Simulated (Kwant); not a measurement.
Model system: wire with one Gaussian impurity in a Ge (holes) two-dimensional gas. Effective mass 0.06 mₑ, grid spacing 15 nm, hard walls, nominal width 300 nm (19 grid rows, so walls 300 nm apart), one parabolic valley, scattering region 900 nm long along x; energies count from the band bottom; Fermi energy swept from 5.5708e-05 to 0.0011838 eV. Impurity U exp(−r²/2σ²), U = -0.0014 eV, σ = 23 nm, 60 nm off the axis.

Constants are typed, rounded textbook-type inputs, not results; the design itself was drawn at random and stands for no fabricated device.

Kwant, effective-mass tight-binding model on a square grid, one spin, coherent transport at 0 K. Conductance is in e²/h.

### Question
How many channels do the leads carry at E = 0.350, 0.691, 0.909 meV?

### Answer
The hard-wall thresholds are n² ħ²π²/(2mW²) = n² × 0.0696 meV with W = 300 nm. √(0.350/0.0696) = 2.24, so 2. √(0.691/0.0696) = 3.15, so 3. √(0.909/0.0696) = 3.61, so 3.
